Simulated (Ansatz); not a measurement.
Output of an Ansatz run (abridged):

```
WARN ansatz: RAYON_NUM_THREADS=1 ignored (pool sized by the plan → 1); use --threads N
Pseudopotentials: kind: paw
Pseudopotential: Cd, paw, valence charge 20
Pseudopotential: F, paw, valence charge 7
Crystal: 3 atoms, lattice volume = 39.012 Å³
Basis set: ecut = 420 eV, 749 PW (Γ), exchange–correlation on 54×54×54 points (8 copies of the dense FFT grid, shifted against one another)
Bands: 21, of which v1, the nominal top of the filled ones, is band 17 counted from 1 (16 counted from 0)
Symmetry: 48 space group operations
Space group: Fm-3m (ITA 225), of the structure as read, at distance tolerance 3.4e-5 Å
k-points: 20 of 343
Initial density: superposition of atomic densities (neutral atoms: chi_scale 0, normalization atom), corrected by the library's trained network
Initial wavefunctions: pseudopotential atomic-orbital guess
Eigensolver: davidson
Functional: x = pbe(κ = 0.804, μ = 0.2195149727645171), c = pbe(β = 0.06672455060314922)
SCF iter   1: F=—  HF=-9872.131284 eV  |F-HF|=—  |Δ(HF+E_count)|=         —  Δρ=5.68e-4  dr2=2.04e-5  ethr=1.77e-3  ⟨swp⟩=4.2  Hψ=1509  notcnv=0  defer=27
all-band conjugate gradients solve this SCF's bands
preconditioner: auto → none
SCF iter   2: F=—  HF=-9872.132297 eV  |F-HF|=—  |Δ(HF+E_count)|=   1.01e-3  Δρ=3.11e-4  dr2=1.66e-5  ethr=6.00e-8  ⟨swp⟩=3.0  Hψ=1147  notcnv=0  defer=38
SCF iter   3: F=—  HF=-9872.132349 eV  |F-HF|=—  |Δ(HF+E_count)|=   5.21e-5  Δρ=1.75e-4  dr2=1.50e-6  ethr=4.89e-8  ⟨swp⟩=2.0  Hψ=641  notcnv=0  defer=38
SCF iter   4: F=—  HF=-9872.132391 eV  |F-HF|=—  |Δ(HF+E_count)|=   4.23e-5  Δρ=5.75e-5  dr2=4.08e-7  ethr=4.40e-9  ⟨swp⟩=2.0  Hψ=708  notcnv=0  defer=38
iter 5 did not close the SCF: its close was put off for the readings that it lacked (scf_convergence_deferred on its scf_iter line)
SCF iter   5: F=-9872.132393 eV  HF=-9872.132393 eV  |F-HF|=6.17e-9  |Δ(HF+E_count)|=   2.57e-6  Δρ=1.48e-5  dr2=5.90e-8  ethr=1.20e-9  ⟨swp⟩=2.0  Hψ=676  notcnv=0  defer=39
SCF iter   6: F=-9872.132394 eV  HF=-9872.132394 eV  |F-HF|=7.97e-10  |Δ(HF+E_count)|=   2.74e-8  Δρ=3.62e-6  dr2=2.44e-9  ethr=1.73e-10  ⟨swp⟩=5.3  Hψ=1846  notcnv=0
SCF 1 converged in 6 iterations: F = -9872.132394 eV  dr2 = 2.44e-9
SCF converged after 6 iterations
Free energy (F): -9872.132394 eV
Harris-Foulkes:  -9872.132394 eV  (|F-HF|=7.97e-10)
Internal energy: -9872.132394 eV  (E = F + TS)
E sigma→0 (E₀):  -9872.132394 eV
Fermi energy:    6.420839 eV
--- Per-component energies (eV) ---
  E_band       = -479.436583
  E_kinetic    = 919.021112
  E_local      = -4230.663454  (includes V_loc(G=0)·N_el)
  E_nonlocal   = 184.229561
  E_hartree    = 1875.482467
  E_xc         = -335.392164
  E_vxc        = -424.935008  (∫ρ·V_xc dr)
  E_paw        = -4487.966699  (= ΣΔE_a)
  E_vpaw       = -678.056384  (= ΣTr[D̂ρ^β])
  E_aug_tail   = 0.004104  (compensation charges beyond the density's cutoff)
  E_ewald      = -3796.847320
  E_smearing   = -0.000000  (= −TS)
  E_closure    = 0.000000  (closes the sum)
  Σ components = -9872.132394   (vs F -9872.132394, Δ=0.00e0)
--- Forces (eV/Å), atoms counted from 1 ---
  atom   1  Cd    -0.00000000     0.00000000    -0.00000000
   [... zero for the other atoms too ...]
  max |Σ_I F_I| component: 1.04e-17 eV/Å
--- Stress (GPa, compression-positive) ---
        5.739880       0.000000       0.000000
       -0.000000       5.739880       0.000000
        0.000000      -0.000000       5.739880
  P = ⅓ Tr σ = 5.7399 GPa (57.399 kbar)
  The stress holds the Pulay correction. Without it, at fixed plane waves, as pw.x and ABINIT print it: P = 5.0696 GPa
--- Band table (eV; the first three rows and the last of 20) ---
  k-point 0: bands = ["-91.9009", "-53.0087", "-53.0087", "-53.0087", "-14.3312", "-13.2257", "0.8636", "0.8636", "0.8636", "2.0796", "2.0796", "5.4965", "5.4965", "5.4965", "5.9852", "5.9852", "5.9852", "9.5891", "19.1925", "19.1925", "19.1925"]
  k-point 1: bands = ["-91.9009", "-53.0092", "-53.0088", "-53.0088", "-14.2664", "-13.2829", "0.9394", "0.9394", "1.0787", "2.0573", "2.0573", "4.9192", "5.3620", "5.3620", "5.8258", "5.9987", "5.9987", "10.3247", "18.3156", "19.4916", "19.4916"]
  k-point 2: bands = ["-91.9008", "-53.0103", "-53.0090", "-53.0090", "-14.0959", "-13.4335", "1.0980", "1.0980", "1.6356", "2.0536", "2.0536", "4.1175", "5.0137", "5.0137", "5.1561", "6.0421", "6.0421", "11.8841", "16.9899", "20.2249", "20.2249"]
  k-point 19: bands = ["-91.9008", "-53.0106", "-53.0104", "-53.0096", "-13.7458", "-13.7196", "1.3921", "1.7311", "1.8688", "2.0175", "2.0486", "3.0173", "3.9512", "4.6474", "5.1763", "5.9282", "6.4208", "14.4979", "17.5301", "17.8527", "19.4018"]
```

The structure:

```
CELL_PARAMETERS angstrom
      0.00000     2.69188     2.69188
      2.69188     0.00000     2.69188
      2.69188     2.69188     0.00000
ATOMIC_POSITIONS crystal
  Cd 0.00000 0.00000 0.00000
  F  0.25000 0.25000 0.25000
  F  0.75000 0.75000 0.75000
```

Q: What input produced this log?

A: Other spellings and defaults could give the same log, and not every line can be read from it. The input that was run (DFT, PBE, plane waves, default PAW files):

Ansatz 0.2 input:
```yaml
# CdF2
crystal:
  lattice:
    - [0.000000, 2.691878, 2.691878]
    - [2.691878, 0.000000, 2.691878]
    - [2.691878, 2.691878, 0.000000]
  atoms:
    - { symbol: Cd, position: [0.000000, 0.000000, 0.000000] }
    - { symbol: F, position: [0.250000, 0.250000, 0.250000] }
    - { symbol: F, position: [0.750000, 0.750000, 0.750000] }
basis:
  ecutwfc: 420.0
kpoints:
  mp_grid: { grid: [7, 7, 7] }
hamiltonian:
  xc: pbe
  pseudopotentials: { kind: paw }
scf:
  occupations: { method: fixed }
output:
  forces: true
  eigenvalues: true
  stress: true
```

The starting cell comes from a database of computed structures (which also holds hypothetical and non-ambient phases and stackings), without a prior relaxation at this level. Its lattice was rescaled by a random factor within 2.5 % of one. With a pressure of about 6 GPa the cell is away from its equilibrium volume at this level. Ansatz's pressure includes its estimate of the finite-basis (Pulay) stress. Without the estimate this run gives 5.07 GPa.

Ansatz is a first-principles code.
